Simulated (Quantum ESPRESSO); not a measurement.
A self-consistent single point of VS (P6_3/mmc, 4 atoms in the cell) with Quantum ESPRESSO.

Level of theory: PBEsol, PseudoDojo standard norm-conserving (PBESOL) pseudopotentials (plane waves; Quantum ESPRESSO).

```xyz
4
Lattice="3.6869 0.0000 0.0000 -1.8435 3.1930 0.0000 0.0000 0.0000 5.3643" Properties=species:S:1:pos:R:3 pbc="T T T"
V      0.0000     0.0000     2.6822
V      0.0000     0.0000     0.0000
S      1.8435     1.0643     4.0233
S      0.0000     2.1286     1.3411
```
Moments meant for the start (each program seeds them in its own way; μB, in the order of the atoms V V S S): 2.0 2.0 0.0 0.0.

Reference input (self-consistent single point, DFT, PBEsol, plane waves, PseudoDojo standard norm-conserving (PBESOL) pseudopotentials): ecutwfc = 85 Ry; occupations = smearing; smearing = fermi-dirac; degauss = 0.0073499 Ry; nspin = 2; potentials = {V: V.upf, S: S.upf}; K_POINTS = automatic 8 8 5 0 0 0; conv_thr = 1e-10 Ry; mixing_beta = 0.5. This run's input differs from it in these lines:

```diff
@@ -34,3 +34,3 @@
 K_POINTS automatic
-8 8 5  0 0 0
+11 11 7  0 0 0
```

Log, with long lists cut:

```
     Self-consistent Calculation

     iteration #  1     ecut=    85.00 Ry     beta= 0.50

     Threshold (ethr) on eigenvalues was too large:
     Diagonalizing with lowered threshold

     total energy              =    -339.16934790 Ry
     estimated scf accuracy    <       0.07348868 Ry

     total magnetization       =     3.71 Bohr mag/cell
     absolute magnetization    =     3.80 Bohr mag/cell

     iteration #  2     ecut=    85.00 Ry     beta= 0.50

     total energy              =    -339.17982510 Ry
     estimated scf accuracy    <       0.01871827 Ry

     total magnetization       =     3.68 Bohr mag/cell
   [... lines left out ...]

     iteration # 12     ecut=    85.00 Ry     beta= 0.50

     total energy              =    -339.18686286 Ry
     estimated scf accuracy    <          7.5E-10 Ry

     total magnetization       =     3.97 Bohr mag/cell
     absolute magnetization    =     4.09 Bohr mag/cell

     iteration # 13     ecut=    85.00 Ry     beta= 0.50

     Magnetic moment per site  (integrated on atomic sphere of radius R)
     atom   1 (R=0.281)  charge= 11.0420  magn=  1.6622
     atom   2 (R=0.281)  charge= 11.0420  magn=  1.6622
     atom   3 (R=0.281)  charge=  4.4603  magn= -0.0123
     atom   4 (R=0.281)  charge=  4.4603  magn= -0.0123
     End of self-consistent calculation

     Number of k-points >= 100: set verbosity='high' to print the bands.

     the Fermi energy is    12.4481 ev

!    total energy              =    -339.18686286 Ry
     estimated scf accuracy    <          4.5E-11 Ry
     smearing contrib. (-TS)   =      -0.00790418 Ry
     internal energy E=F+TS    =    -339.17895868 Ry

     total magnetization       =     3.97 Bohr mag/cell
     absolute magnetization    =     4.09 Bohr mag/cell

     convergence has been achieved in  13 iterations

     Forces acting on atoms (cartesian axes, Ry/au):

     atom    1 type  1   force =    -0.00000000   -0.00000000    0.00000000
   [... zero for the other atoms too ...]

     Total force =     0.000000     Total SCF correction =     0.000000

          total   stress  (Ry/bohr**3)                   (kbar)     P=      -98.09
  -0.00088876  -0.00000000   0.00000000         -130.74       -0.00        0.00
  -0.00000000  -0.00088876   0.00000000           -0.00     -130.74        0.00
   0.00000000   0.00000000  -0.00022295            0.00        0.00      -32.80

   JOB DONE.
```

The run converged in 13 iterations. Against the reference run the free energy is nearly the same (within 1 meV/atom), the pressure goes from -9.92 to -9.81 GPa and the size of the net moment moves little (0.98 to 0.99 μB/atom). The full log also holds: “c_bands:  2 eigenvalues not converged”.

The starting cell comes from a database of computed structures (which also holds hypothetical and non-ambient phases and stackings), without a prior relaxation at this level. Its lattice was rescaled by a random factor within 2.5 % of one. The magnetic order is the one reached from the typed start; others were not searched systematically. With a pressure of about -10 GPa the cell is away from its equilibrium volume at this level.

Cost on one core of a shared machine: roughly 10 min.
